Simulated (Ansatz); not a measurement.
A self-consistent single point of Zr₂Au (I4mm, 3 atoms in the cell) with Ansatz (a program for electronic structure)

Method of the run: PBEsol, default PAW files made with PBE (plane waves; Ansatz).

Input:

Ansatz 0.2 input:
```yaml
crystal:
  lattice:
    - [-1.65513100, 1.65513100, 5.84295100]
    - [1.65513100, -1.65513100, 5.84295100]
    - [1.65513100, 1.65513100, -5.84295100]
  atoms:
    - { symbol: Zr, position_ang: [0.00000000, -0.00000000, 7.75919352] }
    - { symbol: Zr, position_ang: [-0.00000000, 0.00000000, 3.97671245] }
    - { symbol: Au, position_ang: [0.00000000, 0.00000000, 0.00000000] }
basis:
  ecutwfc: 420.0 eV
kpoints:
  mp_grid: { grid: [8, 8, 8] }
hamiltonian:
  xc: pbesol
  pseudopotentials: { kind: paw }
scf:
  occupations: { method: fermi_dirac, width: 0.1 eV }
output:
  forces: true
  eigenvalues: true
  stress: true
```

Output, abridged:

```
WARN ansatz: RAYON_NUM_THREADS=1 ignored (pool sized by the plan → 1); use --threads N
basis.fft_grid_basis auto: the FFT boxes are laid along the combinations [[1, 0, 1], [0, 1, 1], [0, 0, 1]] of the cell's own vectors, 3.310, 3.310 and 6.294 Å …
Pseudopotentials: kind: paw
Pseudopotential: Zr, paw, valence charge 12
Pseudopotential: Au, paw, valence charge 19
Crystal: 3 atoms, lattice volume = 64.026 Å³
Basis set: ecut = 420 eV, 1263 PW (Γ), FFT grids on a1+a3, a2+a3, a3, exchange–correlation on 48×48×90 points (8 copies of the dense FFT grid, shifted against one another)
Bands: 26, of which v1, the nominal top of the filled ones, is band 22 counted from 1 (21 counted from 0)
Symmetry: 8 space group operations
Space group: I4mm (ITA 107), of the structure as read, at distance tolerance 4.0e-5 Å
k-points: 59 of 512 (time reversal used)
PAW frozen core: Zr, regenerated for the run's functional, and the local potential with it
PAW frozen core: Au, regenerated for the run's functional, and the local potential with it
Initial density: superposition of atomic densities (neutral atoms: chi_scale 0, normalization atom), corrected by the library's trained network
Initial wavefunctions: pseudopotential atomic-orbital guess
Eigensolver: davidson
Functional: x = pbesol(κ = 0.804, μ = 0.12345679012345678), c = pbesol(β = 0.046)
SCF iter   1: F=—  HF=-21265.657891 eV  |F-HF|=—  |Δ(HF+E_count)|=         —  Δρ=5.61e-3  dr2=2.39e-2  ethr=1.77e-3  ⟨swp⟩=3.7  Hψ=5228  notcnv=0
all-band conjugate gradients solve this SCF's bands
preconditioner: auto → Kerker (q_TF=auto, 2.553 Å⁻¹)
SCF iter   2: F=—  HF=-21265.656125 eV  |F-HF|=—  |Δ(HF+E_count)|=   1.77e-3  Δρ=3.18e-3  dr2=1.05e-2  ethr=5.57e-5  ⟨swp⟩=1.0  Hψ=2006  notcnv=0
SCF iter   3: F=—  HF=-21265.654481 eV  |F-HF|=—  |Δ(HF+E_count)|=   1.64e-3  Δρ=6.34e-4  dr2=4.41e-4  ethr=2.44e-5  ⟨swp⟩=2.0  Hψ=1762  notcnv=0
SCF iter   4: F=—  HF=-21265.654405 eV  |F-HF|=—  |Δ(HF+E_count)|=   7.61e-5  Δρ=2.29e-4  dr2=3.59e-5  ethr=1.03e-6  ⟨swp⟩=2.0  Hψ=2072  notcnv=0
SCF iter   5: F=—  HF=-21265.654397 eV  |F-HF|=—  |Δ(HF+E_count)|=   7.85e-6  Δρ=4.34e-5  dr2=1.54e-6  ethr=8.36e-8  ⟨swp⟩=2.9  Hψ=2462  notcnv=0
SCF iter   6: F=-21265.654397 eV  HF=-21265.654397 eV  |F-HF|=2.43e-8  |Δ(HF+E_count)|=   2.84e-7  Δρ=1.01e-5  dr2=7.09e-8  ethr=2.33e-10  ⟨swp⟩=3.1  Hψ=6245  notcnv=0
SCF 1 converged in 6 iterations: F = -21265.654397 eV  dr2 = 7.09e-8
SCF converged after 6 iterations
Free energy (F): -21265.654397 eV
Harris-Foulkes:  -21265.654397 eV  (|F-HF|=2.43e-8)
Internal energy: -21265.598322 eV  (E = F + TS)
E sigma→0 (E₀):  -21265.626359 eV
Entropy (-TS):   -0.056074 eV (-18.691 meV/atom)
Fermi energy:    15.672420 eV
--- Per-component energies (eV) ---
  E_band       = -470.945280
  E_kinetic    = 1267.582846
  E_local      = -3536.646633  (includes V_loc(G=0)·N_el)
  E_nonlocal   = 237.566372
  E_hartree    = 1370.531783
  E_xc         = -547.572898
  E_vxc        = -655.346683  (∫ρ·V_xc dr)
  E_paw        = -15364.343075  (= ΣΔE_a)
  E_vpaw       = -525.159213  (= ΣTr[D̂ρ^β])
  E_aug_tail   = 0.001420  (compensation charges beyond the density's cutoff)
  E_ewald      = -4693.359058
  E_core_change = 0.640920  (= ΣΔE_core)
  E_smearing   = -0.056074  (= −TS)
  E_closure    = -0.000000  (closes the sum)
  Σ components = -21265.654397   (vs F -21265.654397, Δ=0.00e0)
--- Forces (eV/Å), atoms counted from 1 ---
  atom   1  Zr     0.00000000    -0.00000000    -0.40760724
  atom   2  Zr    -0.00000000     0.00000000     0.35797234
  atom   3  Au     0.00000000     0.00000000     0.04951794
  max |Σ_I F_I| component: 1.17e-4 eV/Å
--- Stress (GPa, compression-positive) ---
       -4.864847       0.000000       0.000000
        0.000000      -4.864847      -0.000000
        0.000000       0.000000      -4.745693
  P = ⅓ Tr σ = -4.8251 GPa (-48.251 kbar)
  The stress holds the Pulay correction. Without it, at fixed plane waves, as pw.x and ABINIT print it: P = -4.8505 GPa
--- Band table (eV; the first three rows and the last of 59) ---
  k-point 0: bands = ["-90.5202", "-41.8834", "-41.8834", "-41.8531", "-33.2907", "-33.1601", "-11.5684", "-11.2127", "-11.2127", "-11.0340", "-10.9607", "-10.9607", "8.1184", "9.9487", "10.2517", "11.1930", "11.1930", "11.5823", "12.5273", [...]
  k-point 1: bands = ["-90.5201", "-41.8862", "-41.8861", "-41.8526", "-33.2721", "-33.1602", "-11.5492", "-11.2850", "-11.2745", "-11.0375", "-11.0010", "-10.9890", "8.6656", "10.1616", "10.4736", "11.0064", "11.0293", "11.3597", "13.1385", [...]
  k-point 2: bands = ["-90.5198", "-41.8930", "-41.8928", "-41.8512", "-33.2272", "-33.1602", "-11.5345", "-11.4209", "-11.3544", "-11.1791", "-11.0970", "-10.9829", "9.9353", "10.6556", "10.7123", "10.7803", "10.8170", "10.9524", "14.1552", [...]
  k-point 58: bands = ["-90.5202", "-41.8834", "-41.8834", "-41.8532", "-33.2867", "-33.1643", "-11.5048", "-11.2140", "-11.2140", "-11.1039", "-10.9592", "-10.9592", "8.7314", "9.8991", "10.2643", "11.0290", "11.1907", "11.1907", "11.5872", [...]
```

The run converged in 6 iterations.

The starting cell comes from a database of computed structures (which also holds hypothetical and non-ambient phases and stackings), without a prior relaxation at this level. Its lattice was rescaled by up to half a per cent. One atom was moved a little off its site on purpose. Spin-orbit coupling is off. With a pressure of about -5 GPa the cell is away from its equilibrium volume at this level. Ansatz's pressure includes its estimate of the finite-basis (Pulay) stress.
